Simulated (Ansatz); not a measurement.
Ansatz (a first-principles code), DFT, PBEsol, plane waves, its default PAW files: Sr4Ti3O10 (from the phase in space group 139, mp-31213) (O10Ti3Sr4), 17 atoms, spin-polarised from a ferromagnetic start (1 μB on Ti), ending non-magnetic. Basis and mesh were picked for this test and aren't claimed converged.

- cell: 14.36, 14.36, 14.36 Å; 164.3, 164.3, 22.2°
- task: single point
- k mesh: 6×6×6
- hamiltonian.xc: pbesol
- kind of files: paw
- scf.occupations.method: fermi_dirac
- scf.occupations.width: 0.05 eV
- output.forces: true
- magnetization.spin_polarized: true
- binding of workers (--pin): off
- k-point pools (--kpoint-pools): 1
- memory maximum (--max-ram): 8GiB
- accuracy: medium (default)
- basis.precision: auto (default)
- basis.xc_grid: 2 (default)
- scf.eigensolver.kind: auto (default)
- scf.convergence.dr2_threshold: 1e-07 (default)
- scf.lower_state_search: light (default)
- k-points after symmetry (for each spin): 30
- bands at the start: 87
- electrons: 136
- plane waves at Γ: 4235
- cutoff (eV): 420
- FFT grid: 27×27×96
- symmetry operations: 16

Settings of this run: scf.mixing.algorithm = broyden, scf.mixing.preconditioner = auto, scf.mixing.beta = 0.1, scf.algorithm = auto; 4 threads.

```
iteration  dr2 (eV)     Hψ
---------  --------  -----
1            9.31e0  27432
2            7.32e0   6478
3           5.98e-1   9928
4           4.34e-1   6786
5           1.37e-1   8765
6           1.19e-1   5250
7           1.39e-2   9674
8           9.29e-3  10178
9           4.06e-3   8089
10          5.55e-4   8549
11          1.52e-4   9294
12          6.56e-5   9241
13          4.89e-5   5220
14          1.14e-5   6600
15          7.20e-6   5274
16          3.59e-6   6555
17          7.64e-7   6934
18          6.97e-7   5220
19          5.11e-7   5377
20          2.36e-7   8845
21          8.75e-8   8518
22          3.31e-8   6429
23          2.07e-8   6560
24          1.80e-8  12542
25          7.48e-9  10432
26          3.18e-9   9559
```

It converged after 26 SCF iterations (all cycles of the run, searches included).

### Question
The cycle is slow. Which setting should be changed?

### Answer
One answer among several that fit: scf.mixing.beta = 0.7 (14 SCF iterations (all cycles of the run, searches included)) or scf.mixing.beta = 1 (14 SCF iterations (all cycles of the run, searches included)), all else kept. The other changes of this size gave: scf.mixing.beta = not set (16); scf.mixing.beta = 0.3 (16). The first change moves the result by: energy under 0.001 meV/atom, forces (largest component) 0.017 meV/Å, magnetization under 0.001 μB/atom, absolute magnetization under 0.001 μB/atom. Counts are of single runs.

Keys are those of Ansatz 0.2.
